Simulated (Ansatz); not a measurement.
Take GaN (space group P4_2/mnm, No. 136; a = 5.470 Å, c = 3.183 Å; a hypothetical phase, not in the database extracts checked) as the base.

The change: cell and atoms relaxed at a pressure of 5 GPa.

Levels (all Ansatz, a program for electronic structure, PAW): PBEsol (420 eV, spin-orbit coupling left out); HSE06 (420 eV, spin-orbit coupling left out).

The geometry is relaxed with PBEsol.

| Property | Value |
|---|---|
| PBEsol band gap | 2.03 eV |

### Question
What does HSE06 give at this geometry for the band gap?

### Answer
The band gap grows by 1.33 eV (2.03 eV → 3.36 eV).

Single points use the geometry relaxed with PBEsol. Load acts through the strain it causes; cell and atoms are relaxed under it. Stability against distortions was not tested. Competing high-pressure phases were not computed.
